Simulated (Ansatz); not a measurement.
**fcc Pd: the defect F interstitial**

All values below come from PBE, PAW (plane waves to 420 eV; Ansatz, an electronic-structure program). Cell and caveats: 32-site cell; 6×6×6 shifted k-points; start: void with 6Pd nearest; finite-size errors of tenths of an eV; the relaxation kept the symmetry of the starting site.

Neighbours after relaxation, in Å: of the F atom: Pd 2.22, Pd 2.22, Pd 2.22, Pd 2.22, Pd 2.22, Pd 2.22.

Formation energies E_f are those of the neutral cell. Chemical conditions: host crystal and elements as references (Δμ(F) = 0.00 eV; F taken from its element, since no compound that bounds it was computed at this level; only phases computed here count, gases as isolated molecules at 0 K). Reference phases: F: F2 molecule in a box.

The name describes the start; the neighbours show where the atoms ended.

| charge | moment (μB) | point group | largest move off a lattice site (Å) | E_f, host crystal and elements as references (eV) |
|---|---|---|---|---|
| 0 | not spin-polarised | Oh | 0.25 | 1.80 |

Point groups are those of the whole cell at tolerances of 0.03 and 0.1 Å ("near" where only the looser one holds); none is given for unsettled states.

Not the lowest form: the same atoms on another site or from another start ended lower, by 0.22 eV at charge 0.
